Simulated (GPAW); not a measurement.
**Input and output of a self-consistent single point for GaN (F-43m, 2 atoms in the cell) (GPAW)**

Method of the run: PBE, GPAW PAW datasets PBE (gpaw-data 1.0.1) (plane waves; GPAW).

Input as run:

```python
from ase import Atoms
from ase.units import GPa
from gpaw import GPAW

atoms = Atoms(['Ga', 'N'],
              cell=[[0.000000, 2.301950, 2.301950],
                    [2.301950, 0.000000, 2.301950],
                    [2.301950, 2.301950, 0.000000]],
              scaled_positions=[[0.000000, 0.000000, 0.000000],
                                [0.750000, 0.750000, 0.750000]],
              pbc=True)

calc = GPAW(mode={'name': 'pw', 'ecut': 950},
            xc='PBE',
            kpts={'size': (6, 6, 6), 'gamma': True},
            occupations={'name': 'fermi-dirac', 'width': 0.0},
            nbands=-8,
            convergence={'density': 1e-05, 'bands': -6},
            symmetry={'symmorphic': False, 'tolerance': 0.0005},
            maxiter=150)

atoms.calc = calc

energy = atoms.get_potential_energy()
print('Energy (eV):', round(energy, 6))
forces = atoms.get_forces()
print('Forces (eV/Ang):')
print(forces.round(5))
stress = atoms.get_stress()
print('Stress (GPa, Voigt):', (stress / GPa).round(4))
```

Output (repeated stretches shortened):

```
Input parameters:
  convergence: {bands: -6,
                density: 1e-05}
  kpts: {gamma: True,
         size: (6, 6, 6)}
  maxiter: 150
  mode: {ecut: 950,
         name: pw}
  nbands: -8
  occupations: {name: fermi-dirac,
                width: 0.0}
  symmetry: {symmorphic: False,
             tolerance: 0.0005}
  xc: PBE

species:
  Ga:
    name: Gallium
    Z: 31.0
    valence: 3
    core: 28
    charge: 0.0
    file: Ga.PBE.gz

    # Using partial waves for Ga as LCAO basis

  N:
    name: Nitrogen
    Z: 7.0
    valence: 5
    core: 2
    charge: 0.0
    file: N.PBE.gz

    # Using partial waves for N as LCAO basis

Reference energy: -54366.393033  # eV

Spin-paired calculation

Convergence criteria:
 Maximum [total energy] change in last 3 cyles: 0.0005 eV / valence electron
 Maximum integral of absolute [dens]ity change: 1e-05 electrons / valence electron
 Maximum integral of absolute [eigenst]ate change: 4e-08 eV^2 / valence electron
 Maximum number of scf [iter]ations: 150

Symmetries present (total): 24
Symmetries with fractional translations: 0
216 k-points: 6 x 6 x 6 Monkhorst-Pack grid + [1/12,1/12,1/12]
16 k-points in the irreducible part of the Brillouin zone
       k-points in crystal coordinates                weights
   0:     0.00000000    0.00000000    0.00000000          1/216
   1:     0.16666667    0.16666667    0.00000000          6/216
   2:     0.16666667    0.16666667    0.16666667          8/216
   [... 7 lines left out ...]
          ...
  15:     0.50000000    0.50000000    0.50000000          4/216

Wave functions: Plane wave expansion
  Cutoff energy: 950.000 eV
  Number of coefficients (min, max): 1604, 1640
  Pulay-stress correction: 0.000000 eV/Ang^3 (de/decut=0.000000)

Occupation numbers: # Zero width

Eigensolver

Densities:
  Coarse grid: 24*24*24 grid
  Fine grid: 48*48*48 grid
  Total Charge: 0.000000

Density mixing:
  Method: separate
  Backend: pulay
  Linear mixing parameter: 0.05
  old densities: 5
  Damping of long wavelength oscillations: 50

Hamiltonian:
  XC and Coulomb potentials evaluated on a 48*48*48 grid
  External potential:
    NoExternalPotential

XC parameters: PBE with 2 nearest neighbor stencil

Number of atoms: 2
Number of atomic orbitals: 8
Number of bands in calculation: 12
Number of valence electrons: 8
Bands to converge: 6

Density initialized from atomic densities
  8 bands from LCAO basis set
  4 bands from random numbers

Atomic positions and initial magnetic moments

Positions:
   0 Ga     0.000000    0.000000    0.000000    ( 0.0000,  0.0000,  0.0000)
   1 N      3.452925    3.452925    3.452925    ( 0.0000,  0.0000,  0.0000)

Unit cell:
           periodic     x           y           z      points  spacing
  1. axis:    yes    0.000000    2.301950    2.301950    24     0.1108
  2. axis:    yes    2.301950    0.000000    2.301950    24     0.1108
  3. axis:    yes    2.301950    2.301950    0.000000    24     0.1108

  Lengths:   3.255449   3.255449   3.255449
  Angles:   60.000000  60.000000  60.000000

Effective grid spacing dv^(1/3) = 0.1208

     iter     time        total  log10-change:
                         energy   eigst   dens
iter:   1 --:--:--   -13.874504   +0.47
iter:   2 --:--:--   -13.391305   -1.46  -0.56
iter:   3 --:--:--   -12.163865   -0.85  -0.62
iter:   4 --:--:--   -12.148090   -2.02  -1.04
iter:   5 --:--:--   -12.144209   -2.49  -1.23
iter:   6 --:--:--   -12.144770c  -3.93  -2.43
iter:   7 --:--:--   -12.143579c  -3.82  -2.31
iter:   8 --:--:--   -12.143569c  -4.54  -2.73
iter:   9 --:--:--   -12.143570c  -6.32  -3.64
iter:  10 --:--:--   -12.143570c  -8.08c -3.58
iter:  11 --:--:--   -12.143568c  -6.28  -3.57
iter:  12 --:--:--   -12.143568c  -8.03c -4.47
iter:  13 --:--:--   -12.143568c  -8.82c -4.49
iter:  14 --:--:--   -12.143568c  -9.83c -4.51
iter:  15 --:--:--   -12.143568c  -8.70c -4.57
iter:  16 --:--:--   -12.143568c  -8.95c -4.85
iter:  17 --:--:--   -12.143568c -10.69c -5.24c

Converged after 17 iterations.

Dipole moment: (1.110918, 1.110918, 1.110918) |e|*Ang

Energy contributions relative to reference atoms: (reference = -54366.393033)

Kinetic:        +24.011495
Potential:      -21.598696
External:        +0.000000
XC:             -14.726799
Entropy (-ST):   +0.000000
Local:           +0.170433
SIC:             +0.000000
--------------------------
Free energy:    -12.143568
Extrapolated:   -12.143568

Showing only first 2 kpts
 Kpt  Band  Eigenvalues  Occupancy
  0     2      5.66011    2.00000
  0     3      5.66012    2.00000
  0     4      7.06949    0.00000
  0     5     15.64041    0.00000

  1     2      4.93159    2.00000
  1     3      4.93160    2.00000
  1     4      9.26769    0.00000
  1     5     13.81064    0.00000

Fermi level: 6.36480

Gap: 1.409 eV
Transition (v -> c):
  (s=0, k=0, n=3, [0.00, 0.00, 0.00]) -> (s=0, k=0, n=4, [0.00, 0.00, 0.00])
No difference between direct/indirect transitions
Energy (eV): -12.143568

Forces in eV/Ang:
  0 Ga   -0.00000   -0.00000    0.00000
  1 N    -0.00000    0.00000    0.00000

Stress tensor:
     0.002666     0.000000    -0.000000
     0.000000     0.002666    -0.000000
    -0.000000    -0.000000     0.002666
Stress (GPa, Voigt): [ 0.4271  0.4271  0.4271 -0.     -0.      0.    ]
```

The run converged in 17 iterations. GPAW prints stress with tension positive.

At such cutoffs GPAW's stress carries a finite-basis (Pulay) error, which enters relaxed cells too; its log prints stress with tension positive.

The starting cell comes from a database of computed structures (which also holds hypothetical and non-ambient phases and stackings), without a prior relaxation at this level. Its lattice was rescaled by a random factor within 2.5 % of one.
